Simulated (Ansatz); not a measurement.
For Y3Ge (model structure, started from the A15 type, Pm-3n, No. 223, 8 atoms in the cell), PBE (Ansatz, a program for electronic structure, PAW) gives:

| Item | Value |
|---|---|
| lattice parameter a | 5.973 Å |
| formation enthalpy | -0.262 eV/atom |

Task: What does PBE-D3(BJ) (plane waves, PAW; Ansatz) give for the same quantities?

Result: 
- lattice constant a: 5.882 Å (shrinks by 1.5 %)
- formation enthalpy: -0.313 eV/atom (moves by -0.051 eV/atom)

Changes are worked out from the printed values.

Unless a cell is named, each level is at its own relaxed cell (PBE 26.64, PBE-D3(BJ) 25.44 Å³/atom).

Ansatz's density-functional and Hartree–Fock values are scalar-relativistic unless marked +SOC, with PAW data made under PBE.

A model structure was made by putting elements into a prototype or built by hand; it is no filed structure, need not be a known phase, and can be a saddle point held by its symmetry.
